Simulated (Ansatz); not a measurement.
## SnSe2 (model structure, started from the 3R-MoS2 type, R3m, No. 160, 3 atoms in the cell): properties by level of theory

| level (code) | equilibrium lattice constant a (Å) | lattice parameter c (Å) |
|---|---|---|
| PBE (Ansatz) | 3.899 | 17.443 |
| PBEsol (Ansatz) | 3.830 | … |
| PBE-D3(BJ) (Ansatz) | 3.838 | … |

Problem. What belongs in the gaps?

Solution. 
- PBEsol (Ansatz, a first-principles code), lattice parameter c (Å): 16.992
- PBE-D3(BJ) (Ansatz), lattice parameter c (Å): 17.106

Ansatz's density-functional and Hartree–Fock values are scalar-relativistic unless marked +SOC, with PAW data made under PBE.

Static lattice: no zero-point or thermal effects.

A model structure was made by putting elements into a prototype or built by hand; it is no filed structure, need not be a known phase, and can be a saddle point held by its symmetry.
